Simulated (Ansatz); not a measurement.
## Convergence study of the k-point mesh at a smearing width of 0.05 eV for CaPb (P4mm, 2 atoms in the cell)

```xyz
2
Lattice="3.5845 0.0000 0.0000 0.0000 3.5845 0.0000 0.0000 0.0000 4.6506" Properties=species:S:1:pos:R:3 pbc="T T T"
Ca     0.0000     0.0000     0.0500
Pb     1.7922     1.7922     2.3253
```

Computed with PBEsol, default PAW files made with PBE (plane waves; Ansatz, a quantum-chemistry and plane-wave program).

Base settings: basis.ecutwfc = 420 eV; kpoints.mp_grid.grid = 9 9 7; hamiltonian.xc = pbesol; hamiltonian.pseudopotentials = {kind: paw} (the program's default PAW files); scf.occupations.method = gaussian; scf.occupations.width = 0.1 eV.

In this ladder: scf.occupations.width = 0.05 eV.

The second cell is the first with its lattice scaled by 0.98.

Only quantities that move along the ladder and can be compared are tabulated.

The count of work is k-points × plane waves × bands × iterations; it is no time. 

The starting cell comes from a database of computed structures (which also holds hypothetical and non-ambient phases and stackings), without a prior relaxation at this level. Its lattice was rescaled by up to half a per cent. One atom was moved a little off its site on purpose. Ansatz's pressure includes its estimate of the finite-basis (Pulay) stress.

```csv
kpoints.mp_grid.grid,free energy less the last step's (meV/atom),energy of the compressed cell less the first (meV/atom),pressure (GPa),largest difference of a force vector from the last step's (eV/Å),count of work / last
3 3 3,-14.37,10.85,-0.16,0.059,0.0085
4 4 3,140.55,-5.79,-1.53,0.024,0.015
5 5 4,66.03,-5.06,-1.48,0.021,0.022
6 6 5,-2.51,-3.23,-1.39,0.003,0.037
7 7 5,1.45,-4.70,-1.52,0.011,0.037
8 8 7,-2.54,-7.58,-1.73,0.000,0.085
10 10 8,5.52,-4.01,-1.43,0.002,0.13
12 12 10,-2.41,-5.58,-1.58,0.002,0.24
15 15 12,1.94,-5.28,-1.53,0.003,0.36
18 18 14,0.11,-5.63,-1.57,0.002,0.63
22 22 17,0.00,-5.59,-1.57,0.000,1.0
```

Coarsest kpoints.mp_grid.grid that holds the pressure within 0.1 GPa of the last step, with all finer ones: 12 12 10, at 0.24 of the last step's count of work; the step before is off by 0.13 GPa.

Coarsest kpoints.mp_grid.grid that holds the free energy within 1 meV/atom of the last step, with all finer ones: 18 18 14; the step before is off by 1.9 meV/atom.

Coarsest kpoints.mp_grid.grid that holds the forces within 0.01 eV/Å of the last step, with all finer ones: 8 8 7, at 0.085 of the last step's count of work; the step before is off by 0.011 eV/Å.

The energy difference between the two cells stays within 1 meV/atom of the last step's from 12 12 10 on, the total only from 18 18 14 on: much of the error is common to both cells and cancels.

Keys are those of Ansatz 0.2.
